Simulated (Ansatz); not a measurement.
The starting structures come from a database of crystals and need not be the phases stable at ambient conditions.

Input:

```yaml
crystal:
  lattice:
    - [5.17552, 0.00000, 0.00000]
    - [-0.95651, 7.58996, 0.00000]
    - [2.10951, 3.79498, 2.81676]
  atoms:
    - { symbol: B, position: [0.88494, 0.69138, 0.50218] }
    - { symbol: B, position: [0.11506, 0.30862, 0.49782] }
    - { symbol: B, position: [0.88494, 0.19356, 0.00000] }
    - { symbol: B, position: [0.11506, 0.80644, 0.00000] }
    - { symbol: B, position: [0.38712, 0.19356, 0.49782] }
    - { symbol: B, position: [0.61288, 0.80644, 0.50218] }
    - { symbol: B, position: [0.33582, 0.32989, 0.67605] }
    - { symbol: B, position: [0.66417, 0.67011, 0.32395] }
    - { symbol: B, position: [0.33582, 0.00594, 0.00000] }
    - { symbol: B, position: [0.66417, 0.99406, 0.00000] }
    - { symbol: B, position: [0.01187, 0.00593, 0.32395] }
    - { symbol: B, position: [0.98813, 0.99406, 0.67605] }
    - { symbol: C, position: [0.78028, 0.39014, 0.00000] }
    - { symbol: C, position: [0.21972, 0.60986, 0.00000] }
    - { symbol: C, position: [0.00000, 0.50000, 0.00000] }
```

Space group of this cell: R-3m. The cell is taken as given.

Transport runs along the normal of the first two printed cell vectors, the (110) plane of the conventional cell.

No gap correction and no spin-orbit coupling; mid-gap values are interpolated between computed energies.

Q: State the band gap and the smallest decay constant κ at mid-gap according to r2SCAN in Ansatz (an electronic-structure program).

A: Gap 1.80 eV on a 10×10×10 mesh; κ = 0.277 1/Å, at (0.500, 0.500) of the in-plane reciprocal vectors. At the zone centre, at the nearest computed energy, the slowest state has κ = 0.34 1/Å.
